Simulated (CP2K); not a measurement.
A self-consistent single point of ScAl3 (Pm-3m, 4 atoms in the cell) with CP2K.

Level of theory: PBE, GPW, DZVP-MOLOPT-PBE-GTH basis, GTH-PBE potentials (POTENTIAL_UZH) (CP2K).

The change in words: lattice scaled by 0.98. Reference geometry:
```xyz
4
Lattice="3.9979 0.0000 0.0000 0.0000 3.9979 0.0000 0.0000 0.0000 3.9979" Properties=species:S:1:pos:R:3 pbc="T T T"
Sc     0.0000     0.0000     0.0000
Al     1.9989     0.0000     1.9989
Al     0.0000     1.9989     1.9989
Al     1.9989     1.9989     0.0000
```

Reference input (self-consistent single point, DFT PBE, GPW, DZVP-MOLOPT-PBE-GTH basis, GTH-PBE potentials (POTENTIAL_UZH)): CUTOFF = 600 Ry; REL_CUTOFF = 50 Ry; SMEAR/METHOD = FERMI_DIRAC; ELECTRONIC_TEMPERATURE = 1160.45 K; KPOINTS/SCHEME = MONKHORST-PACK 7 7 7; XC_FUNCTIONAL = PBE; Sc/BASIS_SET = DZVP-MOLOPT-PBE-GTH-q11; Sc/POTENTIAL = GTH-PBE-q11; Al/BASIS_SET = DZVP-MOLOPT-PBE-GTH-q3; Al/POTENTIAL = GTH-PBE-q3; METHOD = GPW; EPS_DEFAULT = 1e-10. This run's input differs from it in these lines:

```diff
@@ -63,5 +63,5 @@
     &CELL
-      A 3.99787800 0.00000000 0.00000000
-      B 0.00000000 3.99787800 0.00000000
-      C 0.00000000 0.00000000 3.99787800
+      A 3.91792000 0.00000000 0.00000000
+      B 0.00000000 3.91792000 0.00000000
+      C 0.00000000 0.00000000 3.91792000
       PERIODIC XYZ
```

Output (repeated stretches shortened):

```
 SCF WAVEFUNCTION OPTIMIZATION

  Step     Update method      Time    Convergence         Total energy    Change
     1 NoMix/Diag. 0.20E+00      -     1.60430343       -53.9097442986 -5.39E+01
     2 Broy./Diag. 0.20E+00      -     0.02515344       -52.9346589514  9.75E-01
     3 Broy./Diag. 0.20E+00      -     0.05771170       -53.0086198314 -7.40E-02
     4 Broy./Diag. 0.20E+00      -     0.05605513       -53.0432817720 -3.47E-02
     5 Broy./Diag. 0.20E+00      -     0.01228185       -52.9654330960  7.78E-02
     6 Broy./Diag. 0.20E+00      -     0.00429888       -52.8980041316  6.74E-02
   [... 5 lines left out ...]
    12 Broy./Diag. 0.20E+00      -     0.00000117       -52.9076327102  2.01E-06
    13 Broy./Diag. 0.20E+00      -     0.00000061       -52.9076446397 -1.19E-05
    14 Broy./Diag. 0.20E+00      -     0.00000012       -52.9076435679  1.07E-06
    15 Broy./Diag. 0.20E+00      -     0.00000002       -52.9076423907  1.18E-06
  *** SCF run converged in    15 steps ***

  Overlap energy of the core charge distribution:               0.00000000000000
  Self energy of the core charge distribution:               -105.65658162899696
  Core Hamiltonian energy:                                     25.97622278209209
  Hartree energy:                                              35.57144622886612
  Exchange-correlation energy:                                 -8.79737147300855
  Electronic entropic energy:                                  -0.00135829968865
  Fermi energy:                                                 0.33815936556340

  Total energy:                                               -52.90764239073167
  Total energy (extrapolated to T->0):                        -52.90696324088735

   [... lines left out ...]

 STRESS| Analytical stress tensor [bar]
 STRESS|                        x                   y                   z
 STRESS|      x        1.59688449772E+05   3.44592959631E-07   3.66538167746E-07
 STRESS|      y        3.44592959631E-07   1.59688474528E+05   3.52902054504E-07
 STRESS|      z        3.66538167746E-07   3.52902054504E-07   1.59687961467E+05
 STRESS| 1/3 Trace                                             1.59688295255E+05
```

The run converged in 15 iterations. Against the reference run the free energy rises by 69.3 meV/atom and the pressure goes from 8.03 to 15.97 GPa.

The starting cell comes from a database of computed structures (which also holds hypothetical and non-ambient phases and stackings), without a prior relaxation at this level. Its lattice was rescaled by a random factor within 2.5 % of one. For this run, on top of that: lattice scaled by 0.98. Values carry the incompleteness of an atom-centred basis. With a pressure of about 16 GPa the cell is away from its equilibrium volume at this level.

Cost on one core of a shared machine: roughly 60 s.
